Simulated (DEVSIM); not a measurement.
Device: abrupt Si n-p junction, at 300 K.

Layer 1 from the left is Si, thickness (μm) 84.0, Nd (cm⁻³) 1.2e18, τn (s) 9.7e-5, τp (s) 9.7e-5. Layer 2 from the left is Si, thickness (μm) 10.0, Na (cm⁻³) 5.1e14, τn (s) 9.7e-5, τp (s) 9.7e-5.

Left contact: ohmic. Right contact: ohmic. Voltage is applied to the left contact. Recombination: SRH at mid-gap. Mobility is μmin + (μ − μmin)/(1 + (N/Nref)^α).

The device is made up for the run: typed textbook-type constants, with dimensions and the other settings drawn at random. Values at 300 K.

Si: gap (eV) 1.124, affinity (eV) 4.05, permittivity 11.7, Nc (cm⁻³) 2.86e19, Nv (cm⁻³) 3.1e19, μn (cm²/Vs) 1417, μp (cm²/Vs) 470, μn,min 52, μp,min 45, Nref,n 9.7e16, Nref,p 2.2e17, αn 0.68, αp 0.72.

DEVSIM, 1D drift-diffusion, Boltzmann statistics, complete ionisation; no tunnelling, impact ionisation, image-force lowering or self-heating.

Dark forward current:

```tsv
|V| (V)	|J| (A/cm²)
0.05	9.004e-9
0.10	6.989e-8
0.15	4.858e-7
0.20	3.336e-6
0.25	2.289e-5
0.30	0.0001570
0.35	0.001076
0.40	0.007359
0.45	0.04991
0.50	0.3250
0.55	1.818
0.60	7.693
0.65	24.96
0.70	65.61
0.75	143.0
0.80	262.9
0.85	420.7
0.90	607.8
0.95	816.2
1.00	1040
1.05	1277
1.10	1523
1.15	1777
1.20	2038
```

Problem. Work out the local ideality factor n = ΔV / (kT/q · ln(J2/J1)) between the rows 0.15 and 0.20 V, 1.15 and 1.20 V.

Solution. kT/q = 25.85 mV. From 0.15 to 0.20 V: ln(3.336e-6/4.858e-7) = 1.927, n = 1.00, near the 1 of diffusion or emission over a barrier. From 1.15 to 1.20 V: ln(2038/1777) = 0.137, n = 14.11.

Problem. Estimate the current at 0.30 V from the Shockley equation with J0 = Σ q ni² D/(N L) coth(W/L), τ joining the SRH, radiative and Auger lifetimes that are on, and W taken as the whole layer.

Solution. ni² = 1.16e20 cm⁻⁶; holes in the n layer: μ = 142 cm²/Vs, D = 3.66 cm²/s, τ = 9.70e-5 s, L = 189 μm, W/L = 0.45, term 7.19e-15 A/cm²; electrons in the p layer: μ = 1380 cm²/Vs, D = 35.7 cm²/s, τ = 9.70e-5 s, L = 588 μm, W/L = 0.017, term 1.30e-9 A/cm². J0 = 1.30e-9 A/cm², and J = J0 exp(qV/kT) = 0.000142 A/cm². The simulation gives 0.000157 A/cm²; the estimate lies 9.3 % below. The estimate leaves out recombination in the depletion region and that region's share of W.
